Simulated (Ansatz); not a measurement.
## Effect of pressure 3 GPa on Ta3Sn

The parent structure is Ta3Sn in the A15 (Cr3Si type) structure (space group Pm-3n, No. 223; a = 5.261 Å).

It is then changed as follows: cell and atoms relaxed at a pressure of 3 GPa.

Level of theory: DFT with PBEsol, PAW potentials and a 420 eV plane-wave cutoff in Ansatz (an electronic-structure program), without spin-orbit coupling. Settings: 9×9×9 k-points, 0.05 eV Fermi–Dirac smearing.

* **Volume per atom**: 17.93 Å³ (base 18.20 Å³)
* **Lattice parameter a**: 5.234 Å (base 5.261 Å)
* **Enthalpy H = E + PV relative to the base's energy**: +0.34 eV/atom
* **Band gap**: zero (base zero)

Final structure:

```
Ta3Sn
1.0
    5.23441     0.00000     0.00000
    0.00000     5.23441     0.00000
    0.00000     0.00000     5.23441
Ta Sn
6 2
Direct
  0.25000   0.00000   0.50000
  0.75000   0.00000   0.50000
  0.50000   0.75000   0.00000
  0.50000   0.25000   0.00000
  0.00000   0.50000   0.75000
  0.00000   0.50000   0.25000
  0.00000   0.00000   0.00000
  0.50000   0.50000   0.50000
```

Load acts through the strain it causes; cell and atoms are relaxed under it. Whether these cells are dynamically stable was not tested. The final runs are not spin-polarised.
